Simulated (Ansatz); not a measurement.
**Effect of pressure 10 GPa on TiC**

Take TiC in the rock salt structure (space group Fm-3m, No. 225; a = 4.328 Å) as the base.

The change: cell and atoms relaxed at a pressure of 10 GPa.

Method: Ansatz (a first-principles code), r2SCAN, PAW, cutoff 500 eV, without spin-orbit coupling. Γ-centred 18×18×18 mesh, Fermi–Dirac width 0.05 eV.

```csv
quantity,base,changed,shift
volume per atom,10.13 Å³,9.78 Å³,-0.35 Å³
density,4.91 g/cm³,5.08 g/cm³,+0.177 g/cm³
enthalpy H = E + PV relative to the base's energy,–,+0.62 eV/atom,–
band gap,zero,zero,–
```

Final structure:

```yaml
crystal:
  lattice:
    - [0.00000, 2.13845, 2.13845]
    - [2.13845, 0.00000, 2.13845]
    - [2.13845, 2.13845, 0.00000]
  atoms:
    - { symbol: C, position: [0.00000, 0.00000, 0.00000] }
    - { symbol: Ti, position: [0.50000, 0.50000, 0.50000] }
```

Cost of the whole job for the changed cell (relaxation, final SCF and bands): very roughly 40 core-seconds.

Load acts through the strain it causes; cell and atoms are relaxed under it. Stability against distortions was not tested. Competing high-pressure phases were not computed. All final runs are without spin polarisation.
